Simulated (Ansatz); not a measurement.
The starting structures come from a database of crystals and need not be the phases stable at ambient conditions.

By PBEsol, the system below comes out a metal.

A figure of merit of an interconnect metal is its ballistic conductance per area.

Input:

```yaml
crystal:
  lattice:
    - [4.46446, 0.00000, 0.00000]
    - [0.00000, 6.31370, 0.00000]
    - [0.00000, 3.15685, 3.15685]
  atoms:
    - { symbol: Sc, position: [0.00000, 0.50000, 0.00000] }
    - { symbol: Sc, position: [0.50000, 0.00000, 0.50000] }
    - { symbol: Sc, position: [0.50000, 0.50000, 0.50000] }
    - { symbol: In, position: [0.00000, 0.00000, 0.00000] }
    - { symbol: N, position: [0.50000, 0.50000, 0.00000] }
```

Space group of this cell: Pm-3m, anti-perovskite. The cell is taken as given; by PBEsol its mean pressure is -3.5 GPa.

The current flows along the normal of the first two printed cell vectors, the (110) plane of the conventional cell. No spin-orbit coupling; the value is a mean over 0.1 eV about the Fermi level.

Question: Predict the ballistic conductance per area from PBEsol run with Ansatz (a first-principles code).

Answer: 0.36 × 10¹⁵ S/m² for both spins.
